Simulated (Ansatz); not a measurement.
Functionals compared on a constructed model of the (100) surface of fcc Al, a pseudomorphic layer of Nb in the host's stacking (bottom of the slab: a bare face, its two planes held), in Ansatz (plane waves, PAW). The structure was relaxed with PBE; the other rows are single points on it. Cutoff 420 eV (500 eV for r2SCAN).

Slab: 7 atoms, 12.3 Å thick at the start; k 13x13x1, smearing 0.1 eV, dipole-corrected; 2 atoms held, the rest relaxed; symmetry of the start imposed; no spin, no spin-orbit, no U. It is one candidate, not shown to be the stable structure of the face. These notes are the PBE run's.

```json
[
 {"functional": "PBE", "work function of the top face (eV)": "4.89", "rough cost of the single point": "–"},
 {"functional": "RPBE", "work function of the top face (eV)": "4.76", "rough cost of the single point": "about 7 core-seconds (a rough figure)"},
 {"functional": "r2SCAN", "work function of the top face (eV)": "…", "rough cost of the single point": "around 20 core-seconds (rough)"}
]
```

Some entries are withheld; supply them.


- r2SCAN, work function of the top face (eV): 4.98

Ansatz is an electronic-structure program.
